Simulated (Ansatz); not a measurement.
## TiO2: response to strain

Start from TiO2 in the anatase structure (space group I4_1/amd, No. 141).

```yaml
crystal:
  lattice:
    - [-1.89941, 1.89941, 4.85035]
    - [1.89941, -1.89941, 4.85035]
    - [1.89941, 1.89941, -4.85035]
  atoms:
    - { symbol: Ti, position: [0.75000, 0.25000, 0.50000] }
    - { symbol: Ti, position: [0.00000, 0.00000, 0.00000] }
    - { symbol: O, position: [0.54355, 0.04355, 0.50000] }
    - { symbol: O, position: [0.79355, 0.79355, 0.00000] }
    - { symbol: O, position: [0.20645, 0.20645, 0.00000] }
    - { symbol: O, position: [0.95645, 0.45645, 0.50000] }
```

Strains are applied to the cell and any free atomic positions relax.

Calculations: Kohn–Sham DFT with the PBE functional, run in Ansatz (a quantum-chemistry and plane-wave program) with PAW and 420 eV plane waves, without spin-orbit coupling.

Notes on the quantities. energy relative to the base: free energy F.

| isotropic strain (%) | energy relative to the base (meV/atom) |
|---|---|
| -3 | 61.7 |
| -2.4 | 38.7 |
| -1.8 | 21.3 |
| -1.2 | ? |
| -0.6 | 2.3 |
| 0 | 0.0 |

Fit ΔE = Aε² + Bε³ (ε in %) to the rows shown and predict the withheld row.

Least squares on the printed values gives A = 6.16 and B = -0.23 meV/atom (largest residual 0.0 meV/atom); this predicts 9.3 meV/atom, and the run gives 9.3 meV/atom, in agreement.

Stability against distortions was not tested. All final runs are without spin polarisation.
